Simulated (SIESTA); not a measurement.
## SIESTA run on CsZn4P3 (P4/mmm, 8 atoms in the cell): self-consistent single point

Level of theory: SIESTA 5.4.2 with LDA PW92, numerical atomic orbitals DZP, PseudoDojo LDA standard norm-conserving potentials (rewritten from UPF to PSML).

The input file:

```
# files in the folder: Cs.psml Zn.psml P.psml (PseudoDojo LDA standard)
SystemName  CsZn4P3
SystemLabel siesta

NumberOfAtoms                8
NumberOfSpecies              3
%block ChemicalSpeciesLabel
  1 55 Cs
  2 30 Zn
  3 15 P
%endblock ChemicalSpeciesLabel
LatticeConstant              1.0 Ang
%block LatticeVectors
     3.956660000    0.000000000    0.000000000
     0.000000000    3.956660000    0.000000000
     0.000000000    0.000000000   10.181028000
%endblock LatticeVectors
AtomicCoordinatesFormat      Fractional
%block AtomicCoordinatesAndAtomicSpecies
     0.000000000    0.000000000    0.500000000  1
     0.500000000    0.000000000    0.848440000  2
     0.500000000    0.000000000    0.151560000  2
     0.000000000    0.500000000    0.848440000  2
     0.000000000    0.500000000    0.151560000  2
     0.500000000    0.500000000    0.726700000  3
     0.500000000    0.500000000    0.273300000  3
     0.000000000    0.000000000    0.000000000  3
%endblock AtomicCoordinatesAndAtomicSpecies

XC.functional                LDA
XC.authors                   PW92
PAO.BasisSize                DZP
PAO.EnergyShift              0.005 Ry
MeshCutoff                   300 Ry
%block kgrid.MonkhorstPack
    4   0   0  0.0
    0   4   0  0.0
    0   0   2  0.0
%endblock kgrid.MonkhorstPack
OccupationFunction           FD
ElectronicTemperature        0.1 eV

MaxSCFIterations             150
SCF.Mixer.Method             Broyden
SCF.Mixer.Weight             0.1
SCF.Mixer.History            8
SCF.DM.Tolerance             1.0E-04
Diag.ParallelOverK           true
WriteForces                  true
Charge.Mulliken              end
```

Log, with long lists cut:

```
reinit: Reading from file input.fdf

reinit: System Name: CsZn4P3
reinit: System Label: siesta

coor:   Atomic-coordinates input format  =     Fractional

siesta: Atomic coordinates (Bohr) and species
siesta:      0.00000   0.00000   9.61968  1        1
siesta:      3.73850   0.00000  16.32344  2        2
siesta:      3.73850   0.00000   2.91592  2        3
siesta:      0.00000   3.73850  16.32344  2        4
siesta:      0.00000   3.73850   2.91592  2        5
siesta:      3.73850   3.73850  13.98124  3        6
siesta:      3.73850   3.73850   5.25812  3        7
siesta:      0.00000   0.00000   0.00000  3        8

siesta: System type = bulk

initatomlists: Number of atoms, orbitals, and projectors:      8   124   144

siesta: ******************** Simulation parameters ****************************
redata: Spin configuration                          = none
redata: Time-Reversal Symmetry                      = T
redata: Number of Atomic Species                    =        3
redata: Mesh Cutoff                                 =   300.0000 Ry
redata: Net charge of the system                    =     0.0000 |e|
redata: Min. number of SCF Iter                     =        0
redata: Max. number of SCF Iter                     =      150
redata: SCF convergence failure will abort job
redata: SCF mix quantity                            = Hamiltonian
redata: Mix DM or H after convergence               =   F
redata: Recompute H after scf cycle                 =   F
redata: Mix DM in first SCF step                    =   T
redata: No kicks to SCF
redata: DM Mixing Weight for Kicks                  =     0.5000
redata: Require Harris convergence for SCF          =   F
redata: Harris energy tolerance for SCF             =     0.000100 eV
redata: Require DM convergence for SCF              =   T
redata: DM tolerance for SCF                        =     0.000100
redata: Require EDM convergence for SCF             =   F
   [... lines left out ...]
diag: Parallel distribution                         =     1 x     1
diag: Used triangular part                          = Lower
diag: Absolute tolerance                            =  0.100E-15
diag: Orthogonalization factor                      =  0.100E-05
diag: Memory factor                                 =  1.0000

superc: Internal auxiliary supercell:     7 x     7 x     3  =     147
superc: Number of atoms, orbitals, and projectors:   1176  18228  21168

                        Single-point calculation

superc: Internal auxiliary supercell:     7 x     7 x     3  =     147
superc: Number of atoms, orbitals, and projectors:   1176  18228  21168

outcell: Unit cell vectors (Ang):
        3.956660    0.000000    0.000000
        0.000000    3.956660    0.000000
        0.000000    0.000000   10.181028

outcell: Cell vector modules (Ang)   :    3.956660    3.956660   10.181028
outcell: Cell angles (23,13,12) (deg):     90.0000     90.0000     90.0000
outcell: Cell volume (Ang**3)        :    159.3856
new_DM -- step:     1
Initializing Density Matrix...

Attempting to read DM from file... Failed...
DM filled with atomic data:

InitMesh: MESH = 48 x 48 x 108 = 248832
InitMesh: Mesh cutoff (required, used) =   300.000   311.004 Ry

stepf: Fermi-Dirac step function
        iscf     Eharris(eV)        E_KS(eV)     FreeEng(eV)     dDmax    Ef(eV) dHmax(eV)
   scf:    1   -23639.892709   -23846.395924   -23846.421288  2.884475 -1.151136 41.227206
   scf:    2   -23970.012662   -23918.810819   -23918.812047  1.674592 -2.330071 20.273506
   scf:    3   -23948.180656   -23936.473601   -23936.478066  0.314733 -2.988558  7.723706
   scf:    4   -23937.247127   -23939.264946   -23939.296648  0.353830 -3.098395  4.633838
   scf:    5   -23940.842130   -23940.473713   -23940.487497  0.150532 -2.928325  0.903717
   scf:    6   -23940.339812   -23940.452925   -23940.468629  0.056150 -3.032353  1.010246
   [... 6 lines left out ...]
   scf:   13   -23940.512534   -23940.512514   -23940.527690  0.000186 -3.031010  0.002311
   scf:   14   -23940.512517   -23940.512515   -23940.527690  0.000092 -3.031025  0.001807
   scf:   15   -23940.512517   -23940.512516   -23940.527690  0.000083 -3.031044  0.001389
   scf:   16   -23940.512517   -23940.512516   -23940.527690  0.000068 -3.031079  0.001088
   scf:   17   -23940.512518   -23940.512517   -23940.527690  0.000052 -3.031098  0.000852
SCF Convergence by DM+H criterion
max |DM_out - DM_in|         :     0.0000517363
max |H_out - H_in|      (eV) :     0.0008518296
SCF cycle converged after 17 iterations

Using DM_out to compute the final energy and forces

siesta: E_KS(eV) =           -23940.5125

siesta: E_KS - E_eggbox =    -23940.5125

siesta: Atomic forces (eV/Ang):
     1    0.000000   -0.000000    0.000000
     2    0.000000    0.000000    0.397693
     3    0.000000   -0.000000   -0.397693
     4    0.000000   -0.000000    0.397693
     5   -0.000000   -0.000000   -0.397693
     6   -0.000000   -0.000000   -1.057939
     7    0.000000    0.000000    1.057939
     8   -0.000000   -0.000000   -0.000000
   Tot    0.000000    0.000000   -0.000000
   Max    1.057939
   Res    0.345875    sqrt( Sum f_i^2 / 3N )
   Max    1.057939    constrained

Stress tensor Voigt[x,y,z,yz,xz,xy] (kbar):      -23.10      -23.10       -4.35       -0.00       -0.00       -0.00
(Free)E + p*V (eV/cell)   -23938.8514
Target enthalpy (eV/cell)   -23940.5277

siesta: Program's energy decomposition (eV):
siesta: Ebs     =     -3843.109792
siesta: Eions   =     28134.761639
siesta: Ena     =      1493.083561
siesta: Ekin    =     10383.696640
siesta: Enl     =     -5045.201722
siesta: Eso     =         0.000000
siesta: Edftu   =         0.000000
siesta: DEna    =       118.037797
siesta: DUscf   =        12.851854
siesta: DUext   =         0.000000
siesta: Ex      =     -2544.652292
siesta: Ec      =      -223.566717
siesta: Exc     =     -2768.219008
siesta: Eharris =    -23940.512518
siesta: Etot    =    -23940.512517
siesta: FreeEng =    -23940.527690

siesta: Atomic forces (eV/Ang):
siesta:      1    0.000000   -0.000000    0.000000
siesta:      2    0.000000    0.000000    0.397693
siesta:      3    0.000000   -0.000000   -0.397693
siesta:      4    0.000000   -0.000000    0.397693
siesta:      5   -0.000000   -0.000000   -0.397693
siesta:      6   -0.000000   -0.000000   -1.057939
siesta:      7    0.000000    0.000000    1.057939
siesta:      8   -0.000000   -0.000000   -0.000000
siesta: ----------------------------------------
   [... lines left out ...]
siesta: Cell volume =        159.385606 Ang**3
siesta:          16.85029938         14.30476869  kBar
   [... lines left out ...]

              0.066   0.063   0.061
   4 19.317   1.994   0.712  -0.208   2.006   2.005   2.006   0.271   0.298
              0.354   1.920   1.917   1.909   1.910   1.914   0.054   0.063

              0.066   0.067   0.061
   5 19.317   1.994   0.712  -0.208   2.006   2.005   2.006   0.271   0.298
              0.354   1.920   1.917   1.909   1.910   1.914   0.054   0.063

              0.066   0.067   0.061

Species: P
Atom  Qatom  Qorb
               3s      3s      3py     3pz     3px     3py     3pz     3px
               3Pdxy   3Pdyz   3Pdz2   3Pdxz   3Pdx2-y2
   6  5.962   1.464   0.122   1.551   1.905   1.551  -0.231  -0.390  -0.231
              0.032   0.058   0.029   0.058   0.044
   7  5.962   1.464   0.122   1.551   1.905   1.551  -0.231  -0.390  -0.231
              0.032   0.058   0.029   0.058   0.044
   8  6.239   1.504   0.077   1.684   2.043   1.684  -0.279  -0.501  -0.279
              0.040   0.084   0.040   0.084   0.058

mulliken: Qtot =      104.000

Mulliken Atomic Populations:
Atom #   charge [q] valence [e]  Species
     1     0.431921    8.568079  Cs
     2     0.682661   19.317339  Zn
     3     0.682661   19.317339  Zn
     4     0.682661   19.317339  Zn
     5     0.682661   19.317339  Zn
     6    -0.961917    5.961917  P
     7    -0.961917    5.961917  P
     8    -1.238732    6.238732  P
 Total    -0.000000
```

The run converged in 17 iterations.

The starting cell comes from a database of computed structures (which also holds hypothetical and non-ambient phases and stackings), without a prior relaxation at this level. Its lattice was rescaled by a random factor within 2.5 % of one. Values carry the incompleteness of an atom-centred basis. Forces in this geometry exceed 1 eV/Å.

Cost on one core of a shared machine: roughly 40 s.
